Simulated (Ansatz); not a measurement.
The structure below was relaxed with PBE in Ansatz (plane waves to 420 eV, PAW, no spin-orbit coupling), earlier PAW set, at pressure 9 GPa.

Space group Cmcm (No. 63); a = 3.4861 Å, b = 13.1501 Å, c = 3.5277 Å, α = β = γ = 90.00°

```tsv
atom	site	symmetry	x	y	z
Si	4c	m2m	0.0000	0.0608	0.7500
Si	4c	m2m	0.0000	0.2505	0.2500
Ti	4c	m2m	0.0000	0.6019	0.2500
```

**Question.** Write out a cell with all atoms.

**Answer.** 
```cif
data_Si8Ti4
_chemical_formula_sum 'Si8 Ti4'
_space_group_name_H-M_alt 'P 1'
_space_group_IT_number 1
_cell_length_a 3.48608
_cell_length_b 13.15010
_cell_length_c 3.52773
_cell_angle_alpha 90.000
_cell_angle_beta 90.000
_cell_angle_gamma 90.000
loop_
_space_group_symop_operation_xyz
  'x, y, z'
loop_
_atom_site_label
_atom_site_type_symbol
_atom_site_fract_x
_atom_site_fract_y
_atom_site_fract_z
_atom_site_occupancy
Si1 Si 0.50000 0.56079 0.75000 1
Si2 Si 0.00000 0.93921 0.25000 1
Si3 Si 0.00000 0.74950 0.75000 1
Si4 Si 0.50000 0.75050 0.25000 1
Ti1 Ti 0.50000 0.89812 0.75000 1
Ti2 Ti 0.00000 0.60188 0.25000 1
Si5 Si 0.00000 0.06079 0.75000 1
Si6 Si 0.50000 0.43921 0.25000 1
Si7 Si 0.50000 0.24950 0.75000 1
Si8 Si 0.00000 0.25050 0.25000 1
Ti3 Ti 0.00000 0.39812 0.75000 1
Ti4 Ti 0.50000 0.10188 0.25000 1
```
This is the conventional cell.

Load acts through the strain it causes; cell and atoms are relaxed under it. Stability against distortions was not tested. Competing high-pressure phases were not computed. All final runs are without spin polarisation. The cell was made from TiSi$_{2}$ (space group Cmcm, No. 63) by this change: pressure 9 GPa.

Ansatz is a first-principles code.
